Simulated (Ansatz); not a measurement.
BAs (model structure, started from the WC type, P-6m2, No. 187, 2 atoms in the cell)

The numbers are results of r²SCAN (Ansatz, a quantum-chemistry and plane-wave program, plane waves, PAW), not measurements.

Numerical settings: plane-wave cutoff 560 eV, 24×24×20 k mesh (along the axes of the cell as run), Fermi–Dirac smearing 0.05 eV, scalar-relativistic PAW data made under PBE.

Cell (relaxed at this level):

```yaml
crystal:
  lattice:
    - [3.19111, 0.00000, 0.00000]
    - [-1.59555, 2.76358, 0.00000]
    - [0.00000, 0.00000, 2.88344]
  atoms:
    - { symbol: B, position: [0.00000, 0.00000, 0.00000] }
    - { symbol: As, position: [0.66667, 0.33333, 0.50000] }
```

```
Item               Value
---------------  -------
band gap            none
bulk modulus B0  117 GPa
```

Note: the bulk modulus is −V dP/dV from two relaxed cells at ±2 % in volume; the relaxation could raise the start's symmetry but not lower it, so the cell can be a saddle point.

Spin–orbit coupling is not included.

Static lattice: no zero-point or thermal effects.

Cost on a shared machine: very roughly 4 core-minutes.

A model structure was made by putting elements into a prototype or built by hand; it is no filed structure, need not be a known phase, and can be a saddle point held by its symmetry.
